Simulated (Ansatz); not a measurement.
One base run on Na₂SbAuF₆ (P1, 10 atoms in the cell) and variants with one or two settings moved

```xyz
10
Lattice="0.0000 4.6193 4.6193 4.6193 0.0000 4.6193 4.6193 4.6193 0.0000" Properties=species:S:1:pos:R:3 pbc="T T T"
Na     6.8562     6.8077     6.9949
Na     2.2919     2.4089     2.2933
Sb     0.0304     0.0785    -0.0208
Au     4.5925     4.6032     4.6405
F      2.1988     4.7079     4.7013
F      7.1244     4.5233     4.5826
F      4.5702     2.0857     4.5571
F      4.5941     7.0903     4.5516
F      4.6784     4.7023     2.1249
F      4.6367     4.5658     7.1484
```

Base run A: PBE0, default PAW files made with PBE (Ansatz, a first-principles code), self-consistent single point.

Its settings: basis.ecutwfc = 420 eV; kpoints.mp_grid.grid = 2 2 2; kpoints.mp_grid.shift = 0.5 0.5 0.5; hamiltonian.xc = pbe0; hamiltonian.pseudopotentials = {kind: paw} (the program's default PAW files); scf.occupations.method = fixed.

The starting cell comes from a database of computed structures (which also holds hypothetical and non-ambient phases and stackings), without a prior relaxation at this level. Its atoms were displaced at random from the sites of space group no. 225. Spin-orbit coupling is off. In the base run, forces exceed 1 eV/Å. Ansatz's pressure includes its estimate of the finite-basis (Pulay) stress. The shifted mesh does not hold Γ, so a gap read on it misses any band edge there.

ΔF is the free energy per atom less that of run A. A dash stands where there is no value to compare (another energy zero or no entropy term, no result, no spin, no clean gap, or a mesh too coarse for one). Total energies depend on the potentials, the functional and any Hubbard or dispersion term, so they are compared only between runs that share all of them.

Runs D sample the zone with one or two k-points, far too few for so small a cell.

Run A gave: pressure (GPa) 0.33; largest force (eV/Å) 1.888; gap on the mesh (eV) 3.139; k-points 4.

Runs:
- B: hamiltonian.xc: pbe0 → pbesol [PBEsol]
- C: hamiltonian.xc: pbe0 → hse06 [HSE06]
- D: kpoints.mp_grid.grid: 2 2 2 → 1 1 1
- E: scf.convergence.dr2_threshold: default (1e-07 eV) → 1e-06 eV
- F: scf.mixing.algorithm: default (the program chose MSR1) → broyden; scf.mixing.beta: default → 0.05
- G: scf.mixing.algorithm: default (the program chose MSR1) → broyden; scf.mixing.ndim: default → 2

Question: What does run D change against A?

Answer: The free energy rises by 14.0 meV/atom, the pressure goes from 0.33 to 0.73 GPa, the largest force moves little (1.888 to 1.881 eV/Å) and the gap on the mesh goes from 3.139 to 3.355 eV.

Question: What does run B change against A?

Answer: The pressure goes from 0.33 to -0.83 GPa, the largest force goes from 1.888 to 1.903 eV/Å and the gap on the mesh goes from 3.139 to 1.189 eV.

| run | ΔF (meV/atom) | pressure (GPa) | largest force (eV/Å) | gap on the mesh (eV) | k-points |
|---|---|---|---|---|---|
| A | 0.00 | 0.33 | 1.888 | 3.139 | 4 |
| B | – | -0.83 | 1.903 | 1.189 | 4 |
| C | – | 0.33 | 1.886 | 2.407 | 4 |
| D | 14.0 | 0.73 | 1.881 | 3.355 | 1 |
| E | 0.00 | 0.33 | 1.888 | 3.139 | 4 |
| F | 0.00 | 0.33 | 1.888 | 3.139 | 4 |
| G | 0.00 | 0.33 | 1.888 | 3.139 | 4 |

Keys are those of Ansatz 0.2.
